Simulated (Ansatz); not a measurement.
```
CELL_PARAMETERS angstrom
      3.16019     0.00000     0.00000
     -1.58009     2.73680     0.00000
      0.00000     0.00000     4.99816
ATOMIC_POSITIONS crystal
  Hf 0.33333 0.66667 0.25000
  Hf 0.66667 0.33333 0.75000
```

The numbers are results of PBEsol, DFPT electron-phonon coupling, linearised Boltzmann equation (plane waves, PAW, scalar-relativistic; Ansatz, a first-principles code), not measurements. Geometry: relaxed with this functional, without spin-orbit coupling.

**Question.** Estimate the phonon-limited resistivity at 300 K, by direction if it differs.

**Answer.** 31 (x), 31 (y), 29 (z) μΩ·cm.

**Question.** How long is the mean free path there?

**Answer.** 5.2 (x), 5.2 (y), 4.6 (z) nm, weighted by the current that each state carries. Wires not much wider than this gain resistivity from their walls.

A metal at this level (no band gap). Only scattering by harmonic phonons is included (no impurities, grain boundaries, electron-electron scattering or thermal expansion). Spin-orbit coupling is left out, which matters with elements this heavy. Halving the electron mesh (24x24x12) moves the resistivity by up to 4 % at 300 K, the mean free path by up to 5 %. Smearing 0.20 eV; phonons on a 5x5x3 q mesh, which this run doesn't test.
